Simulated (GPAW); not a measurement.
GPAW run on Co₂As (P-6m2, 3 atoms in the cell): self-consistent single point.

Method: LDA (Perdew-Wang 92), GPAW PAW datasets LDA (gpaw-data 1.0.1) (plane waves; GPAW 25.7.0).

```
CELL_PARAMETERS angstrom
      3.84943     0.00000     0.00000
     -1.92471     3.33370     0.00000
      0.00000     0.00000     2.71385
ATOMIC_POSITIONS crystal
  Co 0.66667 0.33333 0.00000
  Co 0.33333 0.66667 0.50000
  As 0.00000 0.00000 0.50000
```
Moments meant for the start (each program seeds them in its own way; μB, in the order of the atoms Co Co As): 3.0 3.0 0.0.

Reference input (self-consistent single point, DFT PBEsol, plane waves, GPAW PAW datasets PBEsol (made by gpaw-setup)): spinpol = true; mode = pw; ecut = 800 eV; xc = PBEsol; kpts = 7 7 8; mesh shift (steps) = 0 0 0; occupations.name = fermi-dirac; occupations.width = 0.1 eV; nbands = -11; symmetry.symmorphic = false; symmetry.tolerance = 0.0005; maxiter = 120. This run's input differs from it in these lines:

```diff
@@ -17,3 +17,3 @@
             mode={'name': 'pw', 'ecut': 800},
-            xc='PBEsol',
+            xc='LDA',
             kpts={'size': (7, 7, 8), 'gamma': True},
```

Its files differ too (potentials: GPAW PAW datasets LDA (gpaw-data 1.0.1)).

Output (repeated stretches shortened):

```
     iter     time        total  log10-change:  magmom
                         energy   eigst   dens
iter:   1 --:--:--   -23.548472                   +6.0074
iter:   2 --:--:--   -24.373395   -0.79  -1.34    +3.6736
iter:   3 --:--:--   -24.386471   -1.52  -1.38    +1.7155
iter:   4 --:--:--   -24.328020   -2.09  -1.53    +1.5873
iter:   5 --:--:--   -24.324590   -2.52  -1.66    +1.5644
iter:   6 --:--:--   -24.296691   -2.01  -1.80    +1.5460
iter:   7 --:--:--   -24.270600   -2.81  -1.95    +1.5560
iter:   8 --:--:--   -24.273662   -3.09  -2.02    +1.5322
iter:   9 --:--:--   -24.258343   -3.60  -2.32    +1.5270
   [... lines left out ...]
iter:  19 --:--:--   -24.258515c  -7.01  -3.74    +1.3765
iter:  20 --:--:--   -24.258525c  -7.86c -3.72    +1.3777
iter:  21 --:--:--   -24.258541c  -7.27  -3.75    +1.3775
iter:  22 --:--:--   -24.258514c  -6.75  -3.63    +1.3780
iter:  23 --:--:--   -24.258508c  -7.86c -3.86    +1.3781
iter:  24 --:--:--   -24.258501c  -7.16  -3.92    +1.3781
iter:  25 --:--:--   -24.258486c  -6.89  -4.05c   +1.3788
iter:  26 --:--:--   -24.258498c  -6.59  -3.99    +1.3761
iter:  27 --:--:--   -24.258464c  -5.75  -4.25c   +1.3846
iter:  28 --:--:--   -24.258490c  -6.67  -3.87    +1.3811
iter:  29 --:--:--   -24.258493c  -8.37c -4.16c   +1.3815
Converged after 29 iterations.

Dipole moment: (0.131949, -0.076181, -0.000000) |e|*Ang

Total magnetic moment: (0.000000, 0.000000, 1.381472)
Local magnetic moments:
   0 Co ( 0.000000,  0.000000,  0.869819)
   1 Co ( 0.000000,  0.000000,  0.543647)
   2 As ( 0.000000,  0.000000, -0.010482)

Energy contributions relative to reference atoms: (reference = -137096.441232)

Kinetic:        +45.073240
Potential:      -36.050221
External:        +0.000000
XC:             -33.063665
Entropy (-ST):   -0.127214
Local:           -0.154240
SIC:             +0.000000
--------------------------
Free energy:    -24.322100
Extrapolated:   -24.258493

Spin contamination: 0.056879 electrons
Showing only first 2 kpts
                      Up                     Down
 Kpt  Band  Eigenvalues  Occupancy  Eigenvalues  Occupancy
   [... lines left out ...]

Fermi level: 11.46121

No gap
No difference between direct/indirect transitions
Energy (eV): -24.258493

Forces in eV/Ang:
  0 Co    0.00000    0.00000    0.00000
  1 Co    0.00000    0.00000    0.00000
  2 As    0.00000    0.00000    0.00000

Stress tensor:
     0.022455    -0.000000     0.000000
    -0.000000     0.022455     0.000000
     0.000000     0.000000     0.022579
Stress (GPa, Voigt): [ 3.5977  3.5977  3.6176  0.      0.     -0.    ]
```

The run converged in 29 iterations. GPAW prints stress with tension positive. Against the reference run the pressure goes from 2.96 to -3.60 GPa and the size of the net moment goes from 0.50 to 0.46 μB/atom.

The starting cell comes from a database of computed structures (which also holds hypothetical and non-ambient phases and stackings), without a prior relaxation at this level. Its lattice was rescaled by a random factor within 2.5 % of one. The magnetic order is the one reached from the typed start; others were not searched systematically. With a pressure of about -4 GPa the cell is away from its equilibrium volume at this level.

Cost on one core of a shared machine: roughly 3 min.
